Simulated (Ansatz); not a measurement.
Consider HgSe in the zinc blende structure (space group F-43m, No. 216; a = 6.133 Å).

Now apply this change: a negative pressure, −1 GPa.

Levels (all Ansatz, an electronic-structure program, PAW): PBEsol (420 eV, without spin-orbit coupling); PBEsol+SOC (420 eV, spin-orbit coupling included).

The geometry is relaxed with PBEsol.

- PBEsol pressure = -1.0 GPa

With PBEsol+SOC at the same geometry, the pressure falls by 0.54 GPa to -1.6 GPa.

Single points use the geometry relaxed with PBEsol. A case with no gap was solved on a k-mesh chosen for an insulator, which is coarse for it. Differences between runs with and without spin-orbit coupling are approximate. Load acts through the strain it causes; cell and atoms are relaxed under it. No phonon test of stability was made. The runs without spin-orbit coupling are not spin-polarised.
